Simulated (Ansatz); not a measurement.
# Pressure series in BAs

The reference is BAs in the zinc blende structure (space group F-43m, No. 216).

Space group F-43m (No. 216); a = b = c = 4.768 Å, α = β = γ = 90.00°

| atom | site | symmetry | x | y | z |
|---|---|---|---|---|---|
| As | 4c | -43m | 0.2500 | 0.2500 | 0.2500 |
| B | 4a | -43m | 0.0000 | 0.0000 | 0.0000 |
(The calculation used a cell of 2 atoms; values per cell refer to that cell.)

Cell and atoms are relaxed at each pressure.

Calculations: PBEsol, PAW, 420 eV (Ansatz, a program for electronic structure; scalar-relativistic without spin-orbit coupling).

Candidates:
(a) pressure 30 GPa
(b) pressure 2.1 GPa
(c) pressure 9 GPa
(d) pressure 4.5 GPa

For the base:

| Quantity | Value |
|---|---|
| Smallest direct gap | 3.25 eV |

Order them by smallest direct gap, lowest first.

(b) pressure 2.1 GPa (3.27 eV), (d) pressure 4.5 GPa (3.29 eV), (c) pressure 9 GPa (3.32 eV), (a) pressure 30 GPa (3.47 eV)

Load acts through the strain it causes; cell and atoms are relaxed under it. Whether these cells are dynamically stable was not tested. No other phases were tried under pressure.
